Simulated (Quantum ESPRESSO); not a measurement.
**A series of runs on Ga3Sn (Fm-3m, 4 atoms in the cell)**

```yaml
crystal:
  lattice:
    - [0.00000, 3.53007, 3.53007]
    - [3.53007, 0.00000, 3.53007]
    - [3.53007, 3.53007, 0.00000]
  atoms:
    - { symbol: Ga, position: [0.25000, 0.25000, 0.25000] }
    - { symbol: Ga, position: [0.75000, 0.75000, 0.75000] }
    - { symbol: Ga, position: [0.50000, 0.50000, 0.50000] }
    - { symbol: Sn, position: [0.00000, 0.00000, 0.00000] }
```

Base run A: PBEsol, PseudoDojo standard norm-conserving (PBESOL) pseudopotentials (Quantum ESPRESSO), self-consistent single point.

Its settings: ecutwfc = 80 Ry; occupations = smearing; smearing = gaussian; degauss = 0.0073499 Ry; potentials = {Ga: Ga.upf, Sn: Sn.upf}; K_POINTS = automatic 7 7 7 0 0 0; conv_thr = 1e-11 Ry; mixing_beta = 0.4.

The starting cell comes from a database of computed structures (which also holds hypothetical and non-ambient phases and stackings), without a prior relaxation at this level. Its lattice was rescaled by a random factor within 2.5 % of one. In the base run, with a pressure of about -4 GPa the cell is away from its equilibrium volume at this level.

Runs:
- B: input_dft: default → wc; potentials: PseudoDojo standard norm-conserving (PBE) [Wu-Cohen GGA]
- C: input_dft: default → vdw-df; potentials: PseudoDojo standard norm-conserving (PBE) [vdW-DF]
- D: input_dft: default → vdw-df2; potentials: PseudoDojo standard norm-conserving (PBE) [vdW-DF2]
- E: input_dft: default → vdw-df-cx; potentials: PseudoDojo standard norm-conserving (PBE) [vdW-DF-cx]
- F: input_dft: default → vdw-df-obk8; potentials: PseudoDojo standard norm-conserving (PBE) [optB88-vdW]
- G: input_dft: default → vdw-df-ob86; potentials: PseudoDojo standard norm-conserving (PBE) [optB86b-vdW]
- H: input_dft: default → vdw-df2-b86r; potentials: PseudoDojo standard norm-conserving (PBE) [rev-vdW-DF2]

```
run  pressure (GPa)
---  --------------
A             -3.68
B             -3.22
C              3.57
D              7.74
E             -2.57
F              0.53
G             -1.39
H             -0.79
```

Run F against A: The pressure goes from -3.68 to 0.53 GPa.

Run D against A: The pressure goes from -3.68 to 7.74 GPa.

Run B against A: The pressure goes from -3.68 to -3.22 GPa.

Left out of this page: 2 runs of the series held back from this collection.
